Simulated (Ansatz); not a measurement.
## Phonon-limited transport in MoSi2 (I4/mmm)

Consider the following.

```
MoSi2
1.0
   -1.60851     1.60851     3.93616
    1.60851    -1.60851     3.93616
    1.60851     1.60851    -3.93616
Si Mo
2 1
Cartesian
  0.00000   0.00000   5.23412
  0.00000   0.00000   2.63820
  0.00000   0.00000   0.00000
```

Level of theory: PBE, DFPT electron-phonon coupling, linearised Boltzmann equation (plane waves, PAW, scalar-relativistic; Ansatz, a quantum-chemistry and plane-wave program). Condition of this run: functional PBE, cell relaxed with it. Cell: relaxed with this functional, without spin-orbit coupling.

```json
{
  "resistivity at 300 K": "19.3 (x), 19.3 (y), 13.1 (z) μΩ·cm",
  "electron-phonon coupling λ": "0.093",
  "transport coupling λ_tr": "0.089",
  "logarithmic_mean_phonon_energy": "30 meV",
  "density of states at the Fermi level": "0.122 states/(eV·spin·cell)",
  "drude_plasma_energy": "2.2 (x), 2.2 (y), 2.7 (z) eV",
  "Tc for μ* = 0.10 (anisotropic Eliashberg)": "below 1 K",
  "Tc for μ* = 0.13 (anisotropic Eliashberg)": "below 1 K"
}
```

A metal at this level (no band gap). Only scattering by harmonic phonons is included (no impurities, grain boundaries, electron-electron scattering or thermal expansion). Spin-orbit coupling is left out. Halving the electron mesh (24x24x24) moves the resistivity by up to 6 % at 300 K, the coupling by up to 2 %. Smearing 0.20 eV; phonons on a 6x6x6 q mesh, which this run doesn't test and which matters most at low temperature. Tc comes from the anisotropic Migdal-Eliashberg equations with μ*, a chosen number, referred to 35 meV.
